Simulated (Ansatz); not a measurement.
## By hand: energy of configuration A over configuration B

This concerns the energy of configuration A over configuration B. The value is E(A) − E(B).

A: a slab of C (diamond, Fd-3m) cut along (100), 26 atoms, rectangular cell of 5.05 × 2.53 Å (12.8 Å²), symmetry P-4m2, 11.3 Å thick under 16 Å of vacuum, in-plane vectors held at the crystal's; planes from bottom to top: O2 | C2 × 11 | O2; added, foreign or displaced atoms, above the top plane and below the bottom plane: four times O bound to 1 C at 1.19 Å; spin state with PBE: run without spin.

B: a slab of C (diamond, Fd-3m) cut along (100), 26 atoms, rectangular cell of 5.05 × 2.53 Å (12.8 Å²), symmetry P-4m2, 10.5 Å thick under 16 Å of vacuum, in-plane vectors held at the crystal's; planes from bottom to top: O2 | C2 × 11 | O2; added, foreign or displaced atoms, above the top plane and below the bottom plane: four times O bound to 2 C at 1.50 Å; spin state with PBE: run without spin.

Ansatz (a quantum-chemistry and plane-wave program) with PAW potentials; structures come from PBE relaxations, nuclei static, no net charge. Ansatz runs with its default PAW set. Larger cells are relaxed from a start prepared with the learned potential CHGNet till forces fall under 0.03 eV/Å, which some starts already meet. A dispersion term (D3(BJ), or D4 for r2SCAN) was computed beside these levels and is taken off wherever the name lacks it. Cell A has symmetry P-4m2 and got no random move, so less symmetric positions, which may lie lower, weren't tried. Cell B has symmetry P-4m2 and got no random move, so less symmetric positions, which may lie lower, weren't tried.

Total energies of the cells in eV, at zero smearing width. They compare only within one column; the weights balance every element.

| cell | atoms | weight | PBE |
|---|---|---|---|
| A: C(100) slab with 4 O | 26 | +1 | -7778.67913 |
| B: C(100) slab with 4 O | 26 | −1 | -7779.76129 |

PBE: (-7778.67913) − (-7779.76129) = 1.082 eV.
